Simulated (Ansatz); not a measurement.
Consider ZrO2 in the fluorite structure (space group Fm-3m, No. 225; a = 5.1159 Å).

(Cell as relaxed with PBE.)

Levels (all Ansatz, a first-principles code, PAW): PBE (420 eV, without spin-orbit coupling); r2SCAN (500 eV, without spin-orbit coupling).

Each level relaxes its own structure.

```
base                        PBE      r2SCAN
-------------------  ----------  ----------
volume per atom        11.16 Å³    10.98 Å³
lattice parameter a  9.668 bohr  9.617 bohr
band gap                3.32 eV     3.89 eV
```

One thing is altered: cell and atoms relaxed at a pressure of 0.7 GPa.

| quantity | PBE | r2SCAN |
|---|---|---|
| gap character | indirect, X → Γ | indirect, X → Γ |
| band gap | 3.33 eV | 3.89 eV |
| electron mass (degenerate bands, along [100]) | 0.50, 2.1 mₑ (at Γ) | 0.53, 2.1 mₑ (at Γ) |
| volume per atom | 11.13 Å³ | 10.96 Å³ |

PBE's band gap lies 0.570 eV below r2SCAN's; PBE's volume per atom lies 0.17 Å³ above r2SCAN's (1.6 %); the two agree on the gap character. Neither level is exact; r2SCAN is the comparison here, not a measurement.

Load acts through the strain it causes; cell and atoms are relaxed under it. Masses are band curvatures over ±0.01 Å⁻¹ around the edge. No phonon test of stability was made. This is not the structure that ZrO2 has at room temperature and ambient pressure.
